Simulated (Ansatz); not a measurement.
Results of LDA (PAW; Ansatz, a first-principles code) for Mo2SiC (model structure, started from the MAX type, P6₃/mmc, No. 194, 8 atoms in the cell).

The input as run:

Ansatz 0.2 input:
```yaml
crystal:
  lattice:
    - [3.0773479026, 0.0, 0.0]
    - [-1.5386739513, 2.6650614599, 0.0]
    - [0.0, 0.0, 12.3323055178]
  atoms:
    - { symbol: Si, position: [0.3333333333, 0.6666666667, 0.75] }
    - { symbol: Si, position: [0.6666666667, 0.3333333333, 0.25] }
    - { symbol: Mo, position: [0.3333333333, 0.6666666667, 0.0933098818] }
    - { symbol: Mo, position: [0.6666666667, 0.3333333333, 0.5933098818] }
    - { symbol: Mo, position: [0.6666666667, 0.3333333333, 0.9066901182] }
    - { symbol: Mo, position: [0.3333333333, 0.6666666667, 0.4066901182] }
    - { symbol: C, position: [0.0, 0.0, 0.0] }
    - { symbol: C, position: [0.0, 0.0, 0.5] }
basis:
  ecutwfc: 520
  ecutrho_ratio: 4
  xc_grid: 2
kpoints:
  mp_grid: { grid: [24, 24, 4] }
hamiltonian:
  xc: lda
  dispersion: none
  pseudopotentials: { kind: paw }
scf:
  occupations: { method: fermi_dirac, width: 0.05 }
output:
  forces: true
  stress: true
  eigenvalues: true
relax:
  f_tol: 0.004
  escape_saddle: false
  max_steps: 80
  cell: { stress_tol: 0.02, fix: [volume] }
```

Output (set-up and result lines):

```
Relaxation: its limit of steps is 80 (relax.max_steps)
Crystal: 8 atoms, lattice volume = 101.141 Å³
Basis set: ecut = 520 eV, 2697 PW (Γ), exchange–correlation on 48×48×192 points (8 copies of the dense FFT grid, shifted against one another)
Bands: 44, of which v1, the nominal top of the filled ones, is band 36 counted from 1 (35 counted from 0)
Symmetry: 24 space group operations
Space group: P63/mmc (ITA 194), of the structure as read, at distance tolerance 4.7e-5 Å
k-points: 183 of 2304
Functional: x = slater, c = lda
SCF iter   1: F=—  HF=-21076.331599 eV  |F-HF|=—  |Δ(HF+E_count)|=         —  Δρ=9.90e-3  dr2=5.45e-2
SCF iter   2: F=—  HF=-21076.319882 eV  |F-HF|=—  |Δ(HF+E_count)|=   1.17e-2  Δρ=5.18e-3  dr2=1.58e-2
  ...
SCF 1 converged in 6 iterations: F = -21076.315387 eV  dr2 = 3.35e-8
Crystal: 8 atoms, lattice volume = 101.141 Å³
Initial density: handed on by an earlier stage of this run
SCF 2 converged in 6 iterations: F = -21076.319412 eV  dr2 = 3.21e-8
Crystal: 8 atoms, lattice volume = 101.141 Å³
SCF 3 converged in 6 iterations: F = -21076.319490 eV  dr2 = 4.96e-11
Crystal: 8 atoms, lattice volume = 101.141 Å³
SCF iter   7: F=-21076.319490 eV  HF=-21076.319490 eV  |F-HF|=7.28e-12  |Δ(HF+E_count)|=  7.28e-12  Δρ=1.82e-9  dr2=3.18e-15
SCF iter   8: F=-21076.319490 eV  HF=-21076.319490 eV  |F-HF|=3.64e-12  |Δ(HF+E_count)|=  3.64e-12  Δρ=4.88e-10  dr2=1.18e-16
SCF 4 converged in 8 iterations: F = -21076.319490 eV  dr2 = 1.18e-16
SCF converged after 8 iterations
Free energy (F): -21076.319490 eV
Internal energy: -21076.282578 eV  (E = F + TS)
E sigma→0 (E₀):  -21076.301034 eV
Fermi energy:    17.699666 eV
--- Forces (eV/Å), atoms counted from 1 ---
  atom   1  Si    -0.00000000     0.00000000     0.00000000
  atom   2  Si     0.00000000    -0.00000000     0.00000000
  atom   3  Mo     0.00000000     0.00000000    -0.00123806
  atom   4  Mo     0.00000000    -0.00000000    -0.00123806
  atom   5  Mo     0.00000000    -0.00000000     0.00123806
  atom   6  Mo     0.00000000     0.00000000     0.00123806
  atom   7  C     -0.00000000     0.00000000     0.00000000
  atom   8  C     -0.00000000    -0.00000000     0.00000000
--- Stress (GPa, compression-positive) ---
       -4.724371       0.000000       0.000000
       -0.000000      -4.724371       0.000000
        0.000000       0.000000      -4.710258
  P = ⅓ Tr σ = -4.7197 GPa (-47.197 kbar)
```

The cell is one volume of an energy–volume scan, off the minimum.

The PAW data were made under PBE.

Note: the run has no spin polarisation, so it can have missed a magnetic state. Note: the relaxation could raise the start's symmetry but not lower it, so the cell can be a saddle point.

A model structure was made by putting elements into a prototype or built by hand; it is no filed structure, need not be a known phase, and can be a saddle point held by its symmetry.
